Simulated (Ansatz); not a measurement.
Abridged Ansatz (an electronic-structure program) output:

```
Relaxation: its limit of steps is 60 (relax.max_steps)
Pseudopotential: Cs, paw, valence charge 9
Pseudopotential: Pb, paw, valence charge 14
Pseudopotential: Br, paw, valence charge 7
Crystal: 5 atoms, lattice volume = 213.428 Å³
Basis set: ecut = 420 eV, 4139 PW (Γ), exchange–correlation on 80×80×80 points (8 copies of the dense FFT grid, shifted against one another)
Bands: 27, of which v1, the nominal top of the filled ones, is band 22 counted from 1 (21 counted from 0)
Symmetry: 48 space group operations
k-points: 20 of 216
Functional: x = pbesol(κ = 0.804, μ = 0.12345679012345678), c = pbesol(β = 0.046)
SCF iter   1: F=—  HF=-25556.440886 eV  |F-HF|=—  |Δ(HF+E_count)|=         —  Δρ=1.43e-3  dr2=6.98e-3  ethr=1.77e-3  ⟨swp⟩=7.9  Hψ=2896  notcnv=0
SCF iter   2: F=—  HF=-25556.439397 eV  |F-HF|=—  |Δ(HF+E_count)|=   1.49e-3  Δρ=7.41e-4  dr2=1.33e-3  ethr=1.59e-5  ⟨swp⟩=2.1  Hψ=1126  notcnv=0  defer=1
SCF 1 converged in 6 iterations: F = -25556.439672 eV  dr2 = 1.26e-8
relax step   1: F+E_penalty+E_count = -25556.43967165 eV  Δ(F+E_penalty+E_count) = +0.000e0 eV  max|allowed force component| = 2.156e-29 eV/Å  Δτ_max = 0.0000 Å  P = -0.999 GPa  Ω = 213.428 Å³  (6 SCF iters, dr2 threshold 1.00e-7 eV, accepted)
[... steps on the carried basis left out ...]
relax step   5: F+E_penalty+E_count = -25556.28640807 eV  Δ(F+E_penalty+E_count) = -8.576e-4 eV  max|allowed force component| = 5.343e-29 eV/Å  Δτ_max = 0.0000 Å  P = -1.994 GPa  Ω = 229.425 Å³  stress off target by 6.17e-3 GPa  SCF on the basis re-selected at this cell (its energy is not comparable with the rows above)  (5 SCF iters)
SCF converged after 5 iterations
Free energy (F): -25556.286408 eV
Internal energy: -25556.286408 eV  (E = F + TS)
E sigma→0 (E₀):  -25556.286408 eV
Fermi energy:    2.976120 eV
--- Forces (eV/Å), atoms counted from 1 ---
  atom   1  Cs    -0.00000000     0.00000000    -0.00000000
  atom   2  Pb     0.00000000     0.00000000     0.00000000
  atom   3  Br     0.00000000     0.00000000    -0.00000000
  atom   4  Br     0.00000000     0.00000000    -0.00000000
  atom   5  Br     0.00000000     0.00000000     0.00000000
--- Stress (GPa, compression-positive) ---
       -1.993828      -0.000000      -0.000000
       -0.000000      -1.993828      -0.000000
       -0.000000      -0.000000      -1.993828
  P = ⅓ Tr σ = -1.9938 GPa (-19.938 kbar)
--- Relaxed structure (4 steps of the walk, 4 accepted, 1 SCFs on fresh bases) ---
  cell:  # Å, volume = 229.4254 Å³
    - [6.1218195016043175, 3.595194615586928e-33, 6.419766481290789e-35]
    - [2.5680319785804022e-33, 6.1218195016043175, -6.419766481290786e-35]
    - [1.283953296258157e-34, 0.0, 6.1218195016043175]
  atoms:
    - { symbol: Cs, position: [-1.8027122570934516e-35, -9.735317588973876e-37, 8.224664860050292e-37] }
    - { symbol: Pb, position: [0.49999999999999994, 0.49999999999999994, 0.49999999999999994] }
    - { symbol: Br, position: [0.49999999999999994, -1.3092323654973153e-36, 0.49999999999999994] }
    - { symbol: Br, position: [7.82182413250606e-36, 0.49999999999999994, 0.49999999999999994] }
    - { symbol: Br, position: [0.49999999999999994, 0.49999999999999994, 1.5106527295171114e-37] }
```

Q: What was computed, and what are the main results?

A: CsPbBr3, 5 atoms in the cell, with plane-wave PAW DFT at the PBEsol level (Ansatz, 420 eV), spin-orbit coupling left out, from a series relaxed to a target (pressure −2 GPa). The last SCF converged to F = -25556.286408 eV, or -5111.2573 eV per atom, at a pressure of -1.99 GPa. The total energy compares only with runs of the same code, potentials and settings.

With Pb present, leaving out spin-orbit coupling can change the band edges. Load acts through the strain it causes; cell and atoms are relaxed under it. No phonon test of stability was made. The cell was made from CsPbBr3 in the cubic perovskite structure (space group Pm-3m, No. 221) by this change: pressure −2 GPa. Many cubic perovskites are stable only at high temperature; tilts and polar distortions were not tested. This is not the structure that CsPbBr3 has at room temperature and ambient pressure.

Keys are those of Ansatz 0.2.
